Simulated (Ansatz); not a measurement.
Consider SiO$_{2}$ in the rutile structure (space group P4_2/mnm, No. 136; a = 4.1848 Å, c = 2.6684 Å). Axes: x, y, z lie along a, b, c of the conventional cell.

Level of theory: r2SCAN, PAW, 500 eV (Ansatz, a first-principles code; without spin-orbit coupling), earlier PAW set.

Before the change:

| Property | Result |
|---|---|
| Hole mass | 1.7 mₑ along c, 1.1 mₑ across (at Γ) |
| Electron mass | 0.38 mₑ along c, 0.48 mₑ across (at Γ) |

One thing is altered: biaxial strain −2.45 %, plane normal [001], relaxed out of plane (Cartesian); in-plane vectors clamped, the third vector and the atoms free.

Question: How does this affect the ratio −ε⊥/ε∥?

Answer: The ratio −ε⊥/ε∥ is 0.56.

Question: Estimate the effect on the hole mass.

Answer: The hole mass changes from 1.7 mₑ along c, 1.1 mₑ across (at Γ) to 1.4 mₑ out of plane, 1.1 mₑ in plane (at Γ).

Question: How does this affect the electron mass?

Answer: The electron mass changes from 0.38 mₑ along c, 0.48 mₑ across (at Γ) to 0.37 mₑ out of plane, 0.52 mₑ in plane (at Γ).

The levels and masses belong to the bands next to the band gap. Masses are band curvatures over ±0.01 Å⁻¹ around the edge. No phonon test of stability was made.
